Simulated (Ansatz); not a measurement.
An Ansatz (a quantum-chemistry and plane-wave program) input (Ansatz LDA, without spin-orbit coupling):

Ansatz 0.2 input:
```yaml
crystal:
  lattice:
    - [-2.8161549063, 2.8161549063, 5.6040698772]
    - [2.8161549063, -2.8161549063, 5.6040698772]
    - [2.8161549063, 2.8161549063, -5.6040698772]
  atoms:
    - { symbol: Ga, position: [0.5, 0.5, 0] }
    - { symbol: Ga, position: [0.25, 0.75, 0.5] }
    - { symbol: Cu, position: [0, 0, 0] }
    - { symbol: Cu, position: [0.75, 0.25, 0.5] }
    - { symbol: Se, position: [0.875, 0.8841180779, 0.5091180779] }
    - { symbol: Se, position: [0.1158819221, 0.625, 0.9908819221] }
    - { symbol: Se, position: [0.375, 0.3658819221, 0.4908819221] }
    - { symbol: Se, position: [0.6341180779, 0.125, 0.0091180779] }
basis: { ecutwfc: 420, ecutrho_ratio: 4, xc_grid: 2, fft_grid_basis: typed }
kpoints: { mp_grid: { grid: [9, 9, 9] } }
hamiltonian:
  xc: lda
  dispersion: none
  pseudopotentials: { kind: paw }
scf: { occupations: { method: fermi_dirac, width: 0.05 }, convergence: { dr2_threshold: 0.0000000008 } }
relax: { f_tol: 0.005, max_steps: 50 }
output: { forces: true, stress: true }
checkpoint: { write: state.ck, write_every: 1000 }
```

Q: Which symmetry and how many k-points will the program report, and about how many plane waves at Γ?

A: Space group I-42d (ITA 122) with 8 operations, k-points 75 of 729, and 3491 plane waves at Γ.

Q: And the final pressure?

A: -4.42 GPa (compression positive).

The cells carry an imposed strain or load. Stability against distortions was not tested. The final runs are not spin-polarised. The cell was made from GaCuSe₂ in the chalcopyrite structure (space group I-42d, No. 122) by this change: isotropic strain +2.25 %.
